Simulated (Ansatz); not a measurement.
The starting structures come from a database of crystals and need not be the phases stable at ambient conditions.

Given:

```yaml
crystal:
  lattice:
    - [5.87722, 0.00000, 0.00000]
    - [0.00000, 5.87722, 0.00000]
    - [2.93861, -2.93861, 4.15583]
  atoms:
    - { symbol: Ge, position: [0.37500, 0.87500, 0.25000] }
    - { symbol: Ge, position: [0.87500, 0.37500, 0.75000] }
    - { symbol: Ge, position: [0.37500, 0.37500, 0.25000] }
    - { symbol: Ge, position: [0.37500, 0.37500, 0.75000] }
    - { symbol: Ge, position: [0.00000, 0.00000, 0.00000] }
    - { symbol: Ge, position: [0.75000, 0.75000, 0.50000] }
    - { symbol: N, position: [0.61684, 0.61684, 0.23368] }
    - { symbol: N, position: [0.13316, 0.60052, 0.73368] }
    - { symbol: N, position: [0.14948, 0.61684, 0.23368] }
    - { symbol: N, position: [0.13316, 0.13316, 0.73368] }
    - { symbol: N, position: [0.61684, 0.61684, 0.76632] }
    - { symbol: N, position: [0.60052, 0.13316, 0.26632] }
    - { symbol: N, position: [0.61684, 0.14948, 0.76632] }
    - { symbol: N, position: [0.13316, 0.13316, 0.26632] }
```

Space group of this cell: Fd-3m. The cell is taken as given; by PBEsol its mean pressure is -6.4 GPa.

Method: PBEsol (plane waves, PAW; Ansatz, a quantum-chemistry and plane-wave program).

The current runs along the normal of the first two printed vectors; no spin-orbit coupling. Scaled by the factor s: all lengths (ions clamped). Meshes 8×8×8 and 6×6 across the current in all rows.

```tsv
s	mean pressure (GPa)	slowest mid-gap decay constant κ (1/Å)
0.98	8.1	?
1.00	-6.4	0.165
1.02	-17.1	0.114
```

### Question
Take the slope of the slowest mid-gap decay constant κ against ln s from the two given rows, extrapolate to s = 0.98, and say what the run there gives.

### Answer
Slope = (0.114 − 0.165) / ln 1.02 = -2.58 1/Å. The line gives 0.165 + (-2.58) × ln 0.98 = 0.217 1/Å. The run gives 0.222 1/Å, 0.005 1/Å over the line, 10 % of the predicted step.
